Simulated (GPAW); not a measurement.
# Equation of state of fcc Ca (space group 225): energy against volume (GPAW, PBE)

```xyz
1
Lattice="0.0000 2.6918 2.6918 2.6918 0.0000 2.6918 2.6918 2.6918 0.0000" Properties=species:S:1:pos:R:3 pbc="T T T"
Ca     0.0000     0.0000     0.0000
```

Computed with PBE, GPAW PAW datasets PBE (gpaw-data 1.0.1) (plane waves; GPAW 25.7.0). Settings: mode = pw; ecut = 585 eV; xc = PBE; kpts = 28 28 28; mesh shift (steps) = 0 0 0; occupations.name = fermi-dirac; occupations.width = 0.05 eV; nbands = -9; convergence.density = 1e-06 e/electron; convergence.energy = 1e-06 eV/electron; symmetry.symmorphic = false; symmetry.tolerance = 0.0005; maxiter = 150. The cell above is the first row's. The rows scale it uniformly. In all rows the k mesh is held. E is the free energy at the stated smearing, counted from the lowest row.

| V (Å^3/atom) | E (meV/atom) |
|---|---|
| 39.0068 | ? |
| 39.8548 | 9.03 |
| 40.7028 | 3.89 |
| 41.5507 | 0.94 |
| 42.3987 | 0.00 |
| 43.2467 | 0.91 |
| 44.0946 | 3.51 |
| 44.9426 | 7.66 |
| 45.7906 | 13.23 |

The 8 complete rows are fitted with the third-order Birch-Murnaghan form, a cubic in V^(-2/3), E against V. With u = V^(-2/3) - 0.0818, the rows have u = 0.0039063, 0.0027118, 0.0015581, 0.0004429, -0.0006358, -0.0016796, -0.0026906, -0.0036704. Least squares gives E = 0.158 - 691.9·u + 770596·u² - 3070462·u³. Residuals (row less fit): -0.001, 0.003, 0.001, -0.002, 0.000, 0.001, 0.002, -0.001; standard error 0.002 (degrees of freedom: 4). Its minimum lies at u = 0.0004501, so V0 = (0.0822501)^(-3/2) = 42.39. There d²E/du² = 1533000 and d³E/du³ = -1.842e7, so B0 = (4/9) × 42.39^(-7/3) × 1533000 × 0.160218 = 17.4 GPa (the last factor turns the table's units into GPa), and B0' = 4 + (2/3) × 0.0822501 × (-1.842e7)/1533000 = 3.3. The program's pressures in the fitted runs (not shown) pass through zero at V = 42.30, 0.22 % from this V0.

Question: What does the fit predict for E at V = 39.0068, and how far is the calculated value from it?

Answer: u = 0.0051440, so E = 0.158 - 691.9 × 0.0051440 + 770596 × 0.0051440² - 3070462 × 0.0051440³ = 16.571 meV/atom. The calculation gives 16.55 meV/atom, 0.021 meV/atom below the prediction (0.1 % of the range of E in the table). The row lies outside the fitted rows, so this is an extrapolation. From the scatter of the fitted rows alone, a prediction at this place has a standard error of 0.007 meV/atom, so the miss is 3.1 times that.

Carrying the step between the two nearest rows on in a straight line would have given 14.17, off by 2.38; series whose last step already gives the withheld value aren't shown. The reference cell has the volume at which an earlier scan in this program and functional put its minimum by a fit. Cutoffs and mesh are single choices, not tested for convergence of this quantity. Series with a scatter that would blur these digits, or in which a gap closes, are not shown. Nor are scans whose minimum lies at an end fitted in this form.

Terms beyond the fitted order, or numerical noise in single rows, can give a miss of this size; the table doesn't tell which.
